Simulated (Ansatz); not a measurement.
Functionals compared on a constructed model of the (110) surface of bcc Ta, a pseudomorphic layer of Zn in the host's stacking (bottom of the slab: a bare face, its two planes held), in Ansatz (plane waves, PAW). The structure was relaxed with PBE; the other rows are single points on it. Cutoff 420 eV (500 eV for r2SCAN).

Slab: 7 atoms, 14.3 Å thick at the start; k 14x14x1, smearing 0.1 eV, dipole-corrected; 2 atoms held, the rest relaxed; held to the start's symmetry, so lower structures may exist; no spin, no spin-orbit, no U. It is one candidate, not shown to be the stable structure of the face. These notes are the PBE run's.

```json
[
 {"functional": "PBE", "work function of the top face (eV)": "4.39", "rough cost of the single point": "–"},
 {"functional": "RPBE", "work function of the top face (eV)": "4.24", "rough cost of the single point": "around 90 core-seconds (rough)"},
 {"functional": "r2SCAN", "work function of the top face (eV)": "…", "rough cost of the single point": "about 2.5 core-minutes (a rough figure)"}
]
```

Problem. Complete the blanks.

Solution. 
- r2SCAN, work function of the top face (eV): 4.45

Ansatz is a quantum-chemistry and plane-wave program.
